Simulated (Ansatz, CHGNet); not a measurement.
For GaS (P6₃/mmc, No. 194, 8 atoms in the cell; start mp-556742), the machine-learned potential CHGNet 0.3.0 (trained on PBE and PBE+U data) gives:

* **lattice parameter a**: 3.646 Å
* **c axis length**: 15.799 Å

Question: What does PBE-D3(BJ) (Ansatz, a first-principles code, plane waves, PAW) give for the same quantities?

Answer: 
- lattice constant a: 3.593 Å (shrinks by 1.5 %)
- lattice parameter c: 15.328 Å (drops by 3.0 %)

Changes are worked out from the printed values.

Unless a cell is named, each level is at its own relaxed cell (CHGNet 0.3.0 22.74, PBE-D3(BJ) 21.43 Å³/atom).

Caveats: the relaxation could not lower the start's symmetry, so the cell can be a saddle point above a distorted one (CHGNet 0.3.0, PBE-D3(BJ)). Ansatz's density-functional and Hartree–Fock values are scalar-relativistic unless marked +SOC, with PAW data made under PBE.

A start named mp-… is a Materials Project structure, which need not be a measured phase.
